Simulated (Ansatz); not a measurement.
Al (Fm-3m), Ansatz (an electronic-structure program) with PBEsol, DFPT electron-phonon coupling, linearised Boltzmann equation: Condition of this run: hydrostatic pressure 15 GPa (the target of the relaxation). phonon-limited resistivity 1.43 μΩ·cm at 300 K, 2.04 μΩ·cm at 400 K, current-weighted mean free path 39 nm, Drude plasma energy 12.45 eV.

**Question.** What Drude relaxation time do resistivity and plasma energy imply?

**Answer.** ω_p = 1.89e16 s⁻¹, so τ = 1/(ε₀ ω_p² ρ) = 22.1 fs, a damping ħ/τ of 29.8 meV.

**Question.** What is the classical skin depth at 100 GHz (nonmagnetic, μ₀ = 1.257×10⁻⁶ H/m)?

**Answer.** δ = √(ρ/(π f μ₀)) = 190 nm.

**Question.** Estimate the electronic thermal conductivity at 300 K by the Wiedemann-Franz law (L₀ = 2.44×10⁻⁸ W·Ω/K²).

**Answer.** L₀T/ρ = 2.44×10⁻⁸ × 300/(1.43×10⁻⁸) = 512 W/(m·K). Inelastic scattering puts the true Lorenz number somewhat under L₀ near and below the Debye temperature.

A metal at this level (no band gap). Only scattering by harmonic phonons is included (no impurities, grain boundaries, electron-electron scattering or thermal expansion). Spin-orbit coupling is left out. Halving the electron mesh (36x36x36) moves the resistivity by up to 6 % at 300 K, the mean free path by up to 5 %. Smearing 0.20 eV; phonons on a 6x6x6 q mesh, which this run doesn't test.
